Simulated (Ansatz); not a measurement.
Response to strain in hypothetical cubic perovskite ZrSnO3

The reference is ZrSnO₃ in the cubic perovskite structure (space group Pm-3m, No. 221; a = 4.129 Å; a hypothetical phase, not in the database extracts checked). Axes: x, y, z lie along the cube axes.

Strains are applied to the cell and any free atomic positions relax; under biaxial strain the out-of-plane vector relaxes too.

Levels (all Ansatz, a quantum-chemistry and plane-wave program, PAW): PBEsol (420 eV, spin-orbit coupling left out); r2SCAN (500 eV, no spin-orbit coupling); HSE06 (420 eV, no spin-orbit coupling).

Band gaps by level, all at the geometries relaxed with PBEsol:

```csv
case,PBEsol,r2SCAN,HSE06
base,1.69 eV,2.11 eV,2.66 eV
"biaxial strain −3.32 %, plane normal [001], relaxed out of plane",1.45 eV,1.86 eV,2.37 eV
isotropic strain −4.76 %,1.56 eV,1.98 eV,2.46 eV
isotropic strain +1.79 %,1.71 eV,2.12 eV,2.70 eV
tensor shear ε_xy = −0.96 %,1.67 eV,2.09 eV,2.64 eV
```

Single points use the geometry relaxed with PBEsol. The hybrid gap comes from the SCF mesh plus the semilocal run's edge points and a few special points and is an upper bound. Stability against distortions was not tested. Many cubic perovskites are stable only at high temperature; tilts and polar distortions were not tested.
